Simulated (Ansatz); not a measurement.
This concerns the formation energy of Re_Mo in Mo (bcc, Im-3m). Reaction: Re (hcp) + 63 Mo (bcc) → cell A.

Cell A: a supercell of 64 sites of Mo (bcc, Im-3m) with Re on a Mo site (8 Mo at 2.74 Å); spin state with PBE: run without spin, k-point mesh 4×4×4.
```
CELL_PARAMETERS angstrom
     10.95032     0.00000     0.00000
     -3.65011    10.32406     0.00000
     -3.65011    -5.16203     8.94090
ATOMIC_POSITIONS crystal
  Mo 0.00000 0.00000 0.00000
  Mo 0.00011 0.00011 0.24998
  Mo 0.00000 0.00000 0.50000
  Mo 0.99989 0.99989 0.75002
  Mo 0.00011 0.24998 0.00011
  Mo 0.00005 0.25003 0.25003
  Mo 0.00011 0.25012 0.50000
  Mo 0.00000 0.25000 0.75000
  Mo 0.00000 0.50000 0.00000
  Mo 0.00011 0.50000 0.25012
  Mo 0.00000 0.50000 0.50000
  Mo 0.99989 0.50000 0.74988
  Mo 0.99989 0.75002 0.99989
  Mo 0.00000 0.75000 0.25000
  Mo 0.99989 0.74988 0.50000
  Mo 0.99995 0.74997 0.74997
  Mo 0.24998 0.00011 0.00011
  Mo 0.25003 0.00005 0.25003
  Mo 0.25012 0.00011 0.50000
  Mo 0.25000 0.00000 0.75000
  Mo 0.25003 0.25003 0.00005
  Mo 0.25018 0.25018 0.25018
  Mo 0.25059 0.25059 0.50000
  Mo 0.25012 0.25012 0.75002
  Mo 0.25012 0.50000 0.00011
  Mo 0.25059 0.50000 0.25059
  Mo 0.25018 0.50000 0.50000
  Mo 0.25003 0.50000 0.74997
  Mo 0.25000 0.75000 0.00000
  Mo 0.25012 0.75002 0.25012
  Mo 0.25003 0.74997 0.50000
  Mo 0.24998 0.74988 0.74988
  Mo 0.50000 0.00000 0.00000
  Mo 0.50000 0.00011 0.25012
  Mo 0.50000 0.00000 0.50000
  Mo 0.50000 0.99989 0.74988
  Mo 0.50000 0.25012 0.00011
  Mo 0.50000 0.25059 0.25059
  Mo 0.50000 0.25018 0.50000
  Mo 0.50000 0.25003 0.74997
  Mo 0.50000 0.50000 0.00000
  Mo 0.50000 0.50000 0.25018
  Re 0.50000 0.50000 0.50000
  Mo 0.50000 0.50000 0.74982
  Mo 0.50000 0.74988 0.99989
  Mo 0.50000 0.74997 0.25003
  Mo 0.50000 0.74982 0.50000
  Mo 0.50000 0.74941 0.74941
  Mo 0.75002 0.99989 0.99989
  Mo 0.75000 0.00000 0.25000
  Mo 0.74988 0.99989 0.50000
  Mo 0.74997 0.99995 0.74997
  Mo 0.75000 0.25000 0.00000
  Mo 0.75002 0.25012 0.25012
  Mo 0.74997 0.25003 0.50000
  Mo 0.74988 0.24998 0.74988
  Mo 0.74988 0.50000 0.99989
  Mo 0.74997 0.50000 0.25003
  Mo 0.74982 0.50000 0.50000
  Mo 0.74941 0.50000 0.74941
  Mo 0.74997 0.74997 0.99995
  Mo 0.74988 0.74988 0.24998
  Mo 0.74941 0.74941 0.50000
  Mo 0.74982 0.74982 0.74982
```

Reference: Re (hcp, P6₃/mmc), 2 atoms in the cell; spin state with PBE: run without spin, k-point mesh 24×24×14 on the run's own vectors. Conventional cell: a = b = 2.7764 Å, c = 4.4808 Å, α = β = 90.00°, γ = 120.00°.

Reference: Mo (bcc, Im-3m), 64 atoms in the cell, a perfect crystal on lattice vectors that match the other cells'; spin state with PBE: run without spin, k-point mesh 4×4×4 on the run's own vectors.

Computed with Ansatz (plane waves, PAW), its default PAW set, cutoff 420 eV, 500 eV for r2SCAN. The structures are at rest with PBE, within the held lattices; other levels are single points on them. Neutral cells; Fermi-Dirac smearing of at most 0.10 eV in the solids, energies taken to zero width. The lattices are those relaxed with PBE, so at other levels the solids can be strained, which adds to the spread. Larger cells are relaxed from a start prepared with the learned potential CHGNet, on a coarser mesh till forces fall under 0.03 eV/Å, which some starts already meet. A dispersion term (D3(BJ), or D4 for r2SCAN) was computed beside these levels and is taken off wherever the name lacks it. No zero-point or thermal terms. No structure search was made; lower ones may exist. The runs are scalar-relativistic, without spin-orbit coupling. No correction for cell size. Mesh and cell size may move defect energies by 0.1 eV or more. Cell A has symmetry Im-3m and got no random move, so less symmetric positions, which may lie lower, weren't tried.

### Question
Estimate the value that r2SCAN returns for this input.

### Answer
0.02 eV, for Re (hcp) + 63 Mo (bcc) → cell A.

### Question
How does the value move with the functional?

### Answer
```
Functional  value (eV)  less r2SCAN
----------  ----------  -----------
PBE               0.08         0.06
```

The levels span 0.06 eV, from r2SCAN (0.02) to PBE (0.08).

Ansatz is a first-principles code.
